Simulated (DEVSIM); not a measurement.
# illuminated GaAs p-on-n cell, one wavelength

Device: illuminated GaAs p-on-n cell, one wavelength, at 300 K.

| layer (left to right) | material | thickness (μm) | Nd (cm⁻³) | Na (cm⁻³) | τn (s) | τp (s) | absorption coefficient (cm⁻¹) |
|---|---|---|---|---|---|---|---|
| 1 | GaAs | 0.180 | - | 1.2e18 | 3.7e-11 | 5.5e-10 | 59000 |
| 2 | GaAs | 2.00 | 9.4e15 | - | 2.2e-9 | 2.2e-9 | 59000 |

Left contact: ohmic, minority electron recombination velocity 6e5 cm/s. Right contact: ohmic, minority hole recombination velocity 8e6 cm/s. Voltage is applied to the left contact. Recombination: SRH at mid-gap, radiative, Auger. Light enters at the left, 2.5e18 photons cm⁻² s⁻¹, one pass, no reflection. Mobility is μmin + (μ − μmin)/(1 + (N/Nref)^α).

Constants are typed, rounded textbook-type inputs, not results; the design itself was drawn at random and stands for no fabricated device. Values at 300 K.

| parameter | GaAs |
|---|---|
| gap (eV) | 1.424 |
| affinity (eV) | 4.07 |
| permittivity | 12.9 |
| Nc (cm⁻³) | 4.7e17 |
| Nv (cm⁻³) | 9e18 |
| μn (cm²/Vs) | 8500 |
| μp (cm²/Vs) | 400 |
| μn,min | 500 |
| μp,min | 20 |
| Nref,n | 6e16 |
| Nref,p | 1.5e17 |
| αn | 0.39 |
| αp | 0.38 |
| B (cm³/s) | 2e-10 |
| Cn (cm⁶/s) | 1e-30 |
| Cp (cm⁶/s) | 1e-30 |

Model (solved in DEVSIM): 1D drift-diffusion, Boltzmann statistics, complete ionisation; no tunnelling, impact ionisation, image-force lowering or self-heating.

```
Item                                                      Value
---------------------------------------------------  ----------
Potential step across the device at zero bias           1.271 V
Largest field in the device at zero bias             74000 V/cm
Dark forward voltage at 1 A/cm²                         1.017 V
Dark forward voltage at 100 A/cm²                       1.154 V
Short-circuit current                                366 mA/cm²
Open-circuit voltage                                    0.987 V
Fill factor                                                0.85
Largest power                                        306 mW/cm²
Share of generated pairs collected at short circuit       0.913
```

Current under light (generator sign):

| V (V) | J (mA/cm²) |
|---|---|
| 0.00 | 366 |
| 0.16 | 365 |
| 0.32 | 365 |
| 0.50 | 364 |
| 0.66 | 363 |
| 0.84 | 357 |
| 0.86 | 353 |
| 0.88 | 347 |
| 0.90 | 337 |
| 0.92 | 317 |
| 0.94 | 281 |
| 0.96 | 212 |
| 0.98 | 75.1 |
| 1.00 | -198 |

Dark reverse current:

```csv
V (V),J (A/cm²)
-0.04,-1.4e-10
-0.10,-2.8e-10
-0.20,-4.7e-10
-0.30,-6.5e-10
-0.40,-8.1e-10
-0.60,-1.1e-9
-0.80,-1.4e-9
-1.00,-1.7e-9
-1.30,-2.0e-9
-1.60,-2.4e-9
-2.00,-2.8e-9
```
